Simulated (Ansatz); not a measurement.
rock-salt TaC (0 0 1) on rock-salt MgO (0 0 1) (film strained to the substrate, started from cuts of the bulks and a machine-learned relaxation; slabs Mg8O8 and C6Ta6, which can lie off the formulas)

A periodic stack without vacuum, rock-salt TaC (0 0 1) on rock-salt MgO (0 0 1) (film strained to the substrate, started from cuts of the bulks and a machine-learned relaxation; slabs Mg8O8 and C6Ta6, which can lie off the formulas): substrate slab Mg8O8, film C6Ta6, surface cells [[1, 0], [1, 1]] and [[1, 0], [1, 1]], film strained by -5.0 and -5.0 %, outermost planes MgO/MgO and CTa/CTa as cut, which need not be the usual terminations and can put a slab off its formula.

The start was prepared with a machine-learned potential, and the result is one local minimum, with the in-plane cell held and forces under 0.04 eV/Å; the film can end far from its bulk form.

Level of theory: PBE (plane waves to 420 eV, PAW; Ansatz, an electronic-structure program). Scalar-relativistic, without spin–orbit coupling; the runs are not spin-polarised; PBE gaps are too small against experiment. Its k-point mesh 10×10×1, Fermi–Dirac width 0.05 eV.

```
Item                                                                                        Value
--------------------------------------------------------------------------------  ---------------
interface area                                                                             9.0 Å²
period                                                                                    30.92 Å
heights between the nearest atoms of the two slabs at the two interfaces          2.27 and 2.27 Å
Mg–Ta contacts across the interfaces within 1.22 times the sum of covalent radii   8, mean 3.24 Å
C–Mg contacts across the interfaces within 1.22 times the sum of covalent radii    2, mean 2.27 Å
O–Ta contacts across the interfaces within 1.22 times the sum of covalent radii    2, mean 2.44 Å
hole barrier (PBE)                                                                        3.54 eV
electron barrier (PBE)                                                                    0.92 eV
```

```
CELL_PARAMETERS angstrom
      3.00777     0.00001    -0.00001
      0.00000     3.00790    -0.06007
      0.00007     0.61433    30.91527
ATOMIC_POSITIONS crystal
  Mg 0.10745 0.86657 0.10496
  Mg 0.60716 0.36666 0.03595
  Mg 0.10777 0.86659 0.24258
  Mg 0.60765 0.36657 0.17377
  Mg 0.10764 0.86667 0.38020
  Mg 0.60776 0.36662 0.31139
  Mg 0.10713 0.86673 0.51803
  Mg 0.60745 0.36673 0.44901
  O  0.60763 0.36654 0.10494
  O  0.10733 0.86660 0.03604
  O  0.60778 0.36656 0.24259
  O  0.10775 0.86653 0.17378
  O  0.60775 0.36666 0.38021
  O  0.10779 0.86660 0.31140
  O  0.60731 0.36680 0.51794
  O  0.10760 0.86672 0.44905
  C  0.60673 0.36595 0.66666
  C  0.10697 0.86632 0.59136
  C  0.60595 0.36796 0.81236
  C  0.10577 0.86618 0.74162
  C  0.60715 0.36709 0.96262
  C  0.10697 0.86767 0.88731
  Ta 0.10673 0.86593 0.66725
  Ta 0.60695 0.36629 0.59698
  Ta 0.10595 0.86801 0.81575
  Ta 0.60577 0.36613 0.73823
  Ta 0.10715 0.86713 0.95700
  Ta 0.60697 0.36769 0.88673
```
